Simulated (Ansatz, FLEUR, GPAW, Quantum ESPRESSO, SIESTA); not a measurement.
**One structure in several programs: SrC₂ (C2/c, 6 atoms in the cell)**

Self-consistent single point.

```
CELL_PARAMETERS angstrom
      3.52913    -2.21584     0.00000
      3.52913     2.21584     0.00000
     -2.38547     0.00000     7.41439
ATOMIC_POSITIONS crystal
  Sr 0.17883 0.82117 0.75000
  Sr 0.82117 0.17883 0.25000
  C  0.42227 0.12839 0.55761
  C  0.57773 0.87161 0.44239
  C  0.87161 0.57773 0.94239
  C  0.12839 0.42227 0.05761
```

Shared settings, as Ansatz (a first-principles code) writes them: kpoints.mp_grid.grid = 3 3 2; scf.occupations.method = fixed. Potentials and cutoffs stand in the table.

| code | model | pressure (GPa) | largest force (eV/Å) | gap on the mesh (eV) | cutoff |
|---|---|---|---|---|---|
| Quantum ESPRESSO | LDA (PZ), GBRV 1.5 ultrasoft (LDA) pseudopotentials | -3.47 | 0.175 | 2.700 | 40 Ry |
| Ansatz | LDA (PW92), PAW files made with PBE | -3.70 | 0.056 | 2.692 | default |
| FLEUR | LDA (Perdew-Zunger), all-electron FLAPW (FLEUR), scalar-relativistic valence | – | 0.252 | 2.666 | Kmax 4.7 1/bohr |
| SIESTA | LDA PW92, numerical atomic orbitals DZP, PseudoDojo LDA standard norm-conserving potentials (rewritten from UPF to PSML) | 0.61 | 2.143 | 3.635 | grid 400 Ry |
| GPAW | LDA (Perdew-Wang 92), GPAW PAW datasets LDA (gpaw-data 1.0.1) | – | 0.061 | 2.700 | 950 eV |

Size of the force on each atom (eV/Å): Sizes of forces hide their directions.

```json
[
 {"code": "Quantum ESPRESSO", "Sr1": "0.023", "Sr2": "0.023", "C3": "0.175", "C4": "0.175", "C5": "0.175", "C6": "0.175"},
 {"code": "Ansatz", "Sr1": "0.018", "Sr2": "0.018", "C3": "0.056", "C4": "0.056", "C5": "0.056", "C6": "0.056"},
 {"code": "FLEUR", "Sr1": "0.011", "Sr2": "0.011", "C3": "0.252", "C4": "0.252", "C5": "0.252", "C6": "0.252"},
 {"code": "SIESTA", "Sr1": "0.163", "Sr2": "0.163", "C3": "2.143", "C4": "2.143", "C5": "2.143", "C6": "2.143"},
 {"code": "GPAW", "Sr1": "0.010", "Sr2": "0.010", "C3": "0.061", "C4": "0.061", "C5": "0.061", "C6": "0.061"}
]
```

A dash marks a value that a program does not give, or that is left out as unsure.

Gaps are read on the mesh. Another mesh or the band path gives a smaller gap, so these values are not converged in the mesh.

The spread over the programs that give each value: pressure within 4.31 GPa; largest force within 2.087 eV/Å; gap on the mesh within 0.969 eV.

SIESTA uses small atom-centred bases, whose incompleteness enters pressures, forces and empty levels differently from a plane-wave cutoff. FLEUR treats all electrons, but the usual bases taken here (sphere radii, linearisation, local orbitals, empty states) were not tested for convergence, so the values are no reference for the others. Ansatz's pressure is given at a fixed set of plane waves, as the other plane-wave codes print theirs; with its correction for the finite basis it is -3.56 GPa. The pressure of GPAW is left out: its cutoff lies under the one at which its stress was checked. The same LDA comes in different parametrisations, which differ slightly. In the pressure, SIESTA (by 4.20) lies more than 1 GPa from the median of the plane-wave programs. In the gap, SIESTA (by 0.935) lies more than 0.12 eV from the median of the plane-wave programs. In the force vectors, Quantum ESPRESSO (by 0.127), FLEUR (by 0.205) and SIESTA (by 2.105) lie more than 0.08 eV/Å from the median of the plane-wave programs.

On the base mesh (6 6 3) the same programs gave: Ansatz pressure -3.74 GPa, gap on the mesh 2.092 eV; Quantum ESPRESSO pressure -3.51 GPa, gap on the mesh 2.100 eV; GPAW gap on the mesh 2.103 eV; FLEUR gap on the mesh 2.068 eV; SIESTA pressure 0.64 GPa, gap on the mesh 3.089 eV.

The values differ from the base mesh's, so the mesh still matters here: the table compares the programs at equal settings.

The starting cell comes from a database of computed structures (which also holds hypothetical and non-ambient phases and stackings), without a prior relaxation at this level.

Left out of this page: ABINIT (with a known weakness of the program); CP2K (on another mesh).

Keys are those of Ansatz 0.2.
